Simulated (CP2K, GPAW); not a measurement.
A GPAW input for a self-consistent single point of BaZrO3 (Pm-3m, 5 atoms in the cell) (DFT LDA (Perdew-Wang 92), plane waves, GPAW PAW datasets LDA (gpaw-data 1.0.1)):

```python
from ase import Atoms
from ase.units import GPa
from gpaw import GPAW, PW, FermiDirac

atoms = Atoms(['Ba', 'Zr', 'O', 'O', 'O'],
              cell=[[4.212390, 0.000000, 0.000000],
                    [0.000000, 4.212390, 0.000000],
                    [0.000000, 0.000000, 4.212390]],
              scaled_positions=[[0.000000, 0.000000, 0.000000],
                                [0.500000, 0.500000, 0.500000],
                                [0.500000, 0.000000, 0.500000],
                                [0.000000, 0.500000, 0.500000],
                                [0.500000, 0.500000, 0.000000]],
              pbc=True)

calc = GPAW(mode=PW(950),
            xc='LDA',
            kpts={'size': (8, 8, 8), 'gamma': True},
            occupations=FermiDirac(0.05),
            nbands=-6,
            convergence={'bands': -4},
            symmetry={'symmorphic': False, 'tolerance': 0.0005},
            maxiter=150)

atoms.calc = calc

energy = atoms.get_potential_energy()
print('Energy (eV):', round(energy, 6))
forces = atoms.get_forces()
print('Forces (eV/Ang):')
print(forces.round(5))
stress = atoms.get_stress()
print('Stress (GPa, Voigt):', (stress / GPa).round(4))
```

Question: Write the same calculation as an input for CP2K.

Answer: One input that does it (others would too):

```
&GLOBAL
  PROJECT bazro3
  RUN_TYPE ENERGY_FORCE
  PRINT_LEVEL LOW
&END GLOBAL
&FORCE_EVAL
  METHOD Quickstep
  STRESS_TENSOR ANALYTICAL
  &DFT
    BASIS_SET_FILE_NAME BASIS_MOLOPT
    POTENTIAL_FILE_NAME GTH_POTENTIALS
    &QS
      METHOD GPW
      EPS_DEFAULT 1E-10
    &END QS
    &MGRID
      CUTOFF 500
      REL_CUTOFF 40
      NGRIDS 5
    &END MGRID
    &SCF
      SCF_GUESS ATOMIC
      EPS_SCF 1E-6
      MAX_SCF 100
      ADDED_MOS 8
      &DIAGONALIZATION
        ALGORITHM STANDARD
      &END DIAGONALIZATION
      &MIXING
        METHOD BROYDEN_MIXING
        ALPHA 0.3
        NBUFFER 12
        BETA 1
      &END MIXING
      &SMEAR ON
        METHOD FERMI_DIRAC
        ELECTRONIC_TEMPERATURE [K] 580.23
      &END SMEAR
    &END SCF
    &KPOINTS
      SCHEME MONKHORST-PACK 8 8 8
      GAMMA_CENTERED T
    &END KPOINTS
    &XC
      &XC_FUNCTIONAL PADE
      &END XC_FUNCTIONAL
    &END XC
    &PRINT
      &MO
        EIGENVALUES T
        OCCUPATION_NUMBERS T
        NDIGITS 8
        FILENAME mo
        &EACH
          QS_SCF 0
        &END EACH
        ADD_LAST NUMERIC
      &END MO
      &MULLIKEN OFF
      &END MULLIKEN
    &END PRINT
  &END DFT
  &SUBSYS
    &CELL
      A 4.21239000 0.00000000 0.00000000
      B 0.00000000 4.21239000 0.00000000
      C 0.00000000 0.00000000 4.21239000
      PERIODIC XYZ
    &END CELL
    &COORD
      SCALED
      Ba       0.00000000     0.00000000     0.00000000
      Zr       0.50000000     0.50000000     0.50000000
      O        0.50000000     0.00000000     0.50000000
      O        0.00000000     0.50000000     0.50000000
      O        0.50000000     0.50000000     0.00000000
    &END COORD
    &KIND Ba
      BASIS_SET DZVP-MOLOPT-SR-GTH-q10
      POTENTIAL GTH-PADE-q10
    &END KIND
    &KIND Zr
      BASIS_SET DZVP-MOLOPT-SR-GTH-q12
      POTENTIAL GTH-PADE-q12
    &END KIND
    &KIND O
      BASIS_SET DZVP-MOLOPT-SR-GTH-q6
      POTENTIAL GTH-PADE-q6
    &END KIND
  &END SUBSYS
  &PRINT
    &FORCES ON
    &END FORCES
    &STRESS_TENSOR ON
    &END STRESS_TENSOR
  &END PRINT
&END FORCE_EVAL
```

Basis settings and potentials, where a program has them, do not carry over. This input uses DFT LDA (Pade form), GPW, DZVP-MOLOPT-SR-GTH basis, GTH-PADE potentials (GTH_POTENTIALS). LDA parametrisations can differ slightly between programs. Both were run: gap on the mesh 3.061 eV in GPAW and 2.949 in CP2K.

On GPAW: the starting cell comes from a database of computed structures (which also holds hypothetical and non-ambient phases and stackings), without a prior relaxation at this level.

On CP2K: the starting cell comes from a database of computed structures (which also holds hypothetical and non-ambient phases and stackings), without a prior relaxation at this level. Values carry the incompleteness of an atom-centred basis. With a pressure of about -7 GPa the cell is away from its equilibrium volume at this level.
